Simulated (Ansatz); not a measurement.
Consider Ge in the diamond structure (space group Fd-3m, No. 227).

```xyz
2
Lattice="0.0000 2.8111 2.8111 2.8111 0.0000 2.8111 2.8111 2.8111 0.0000" Properties=species:S:1:pos:R:3 pbc="T T T"
Ge     0.0000     0.0000     0.0000
Ge     1.4055     1.4055     1.4055
```

Cartesian axes are those of the cell as printed.

The values are results of Ansatz (an electronic-structure program), LDA, PAW, cutoff 420 eV, spin-orbit coupling left out, not measurements.

Base values:

```
Property                        Result
-----------------------------  -------
Pressure                       0.0 GPa
Shortest interatomic distance  2.434 Å
```

Now apply this change: a pure shear with ε_xy = ε_yx = 0.0200, atoms relaxed at fixed cell.

Question: Predict the new energy relative to the base.

Answer: The energy increases by 6.7 meV/atom.

Question: How does this affect the largest internal atomic displacement?

Answer: The largest internal atomic displacement is 0.016 Å.

Question: Estimate the effect on the pressure.

Answer: The pressure (mean of the normal stresses, compression positive) stays essentially unchanged (0.0 GPa against 0.1 GPa).

Question: What happens to the shortest interatomic distance?

Answer: The shortest interatomic distance shrinks by 0.0137 Å (2.434 Å → 2.421 Å).

The cells carry an imposed strain or load. No phonon test of stability was made.
